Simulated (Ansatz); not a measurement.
System: ZnGeO₃ (R3c, No. 161, 10 atoms in the cell; start mp-1020631). Method: HSE06 in Ansatz (plane waves, PAW).

Settings: plane-wave cutoff 460 eV, 6×6×6 k mesh, Fermi–Dirac smearing 0.01 eV, scalar-relativistic PAW data made under PBE.

Cell (relaxed with PBEsol):

```cif
data_Ge2O6Zn2
_chemical_formula_sum 'Zn2 Ge2 O6'
_space_group_name_H-M_alt 'P 1'
_space_group_IT_number 1
_cell_length_a 5.24066
_cell_length_b 5.24066
_cell_length_c 5.24066
_cell_angle_alpha 57.340
_cell_angle_beta 57.340
_cell_angle_gamma 57.340
loop_
_space_group_symop_operation_xyz
  'x, y, z'
loop_
_atom_site_label
_atom_site_type_symbol
_atom_site_fract_x
_atom_site_fract_y
_atom_site_fract_z
_atom_site_occupancy
Zn1 Zn 0.27769 0.27769 0.27769 1
Zn2 Zn 0.77769 0.77769 0.77769 1
Ge1 Ge 0.50090 0.50090 0.50090 1
Ge2 Ge 0.00090 0.00090 0.00090 1
O1 O 0.72640 0.12564 0.36679 1
O2 O 0.36679 0.72640 0.12564 1
O3 O 0.12564 0.36679 0.72640 1
O4 O 0.86679 0.62564 0.22640 1
O5 O 0.62564 0.22640 0.86679 1
O6 O 0.22640 0.86679 0.62564 1
```

Q: Predict the band gap.

A: 
* **band gap**: 3.55 eV (on the SCF k mesh) (direct)

Note: cell and atoms aren't relaxed at this level (largest force component 0.27 eV/Å, pressure -2.1 GPa).

Spin–orbit coupling is not included.

Computed values are for the static lattice.

A start named mp-… is a Materials Project structure, which need not be a measured phase.

Ansatz is an electronic-structure program.
